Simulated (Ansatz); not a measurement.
The cell is built on a prototype and need not be the phase stable at ambient conditions.

By PBEsol, the system below comes out a metal.

A figure of merit of an interconnect metal is its ballistic conductance per area.

Consider the following.

```
ZrGe2
1.0
    4.32006     0.00000     0.00000
    0.00000     3.44117     0.00000
    2.16003     0.00000     3.74128
Zr Ge
1 2
Direct
  0.00000   0.00000   0.00000
  0.33333   0.50000   0.33333
  0.66667   0.50000   0.66667
```

Space group of this cell: P6/mmm. The cell was relaxed by PBE-D3(BJ).

The current flows along the normal of the first two printed cell vectors. No spin-orbit coupling; the value is a mean over 0.1 eV about the Fermi level.

Give the ballistic conductance per area that PBEsol in Ansatz (a program for electronic structure) yields.

0.82 × 10¹⁵ S/m² for both spins.
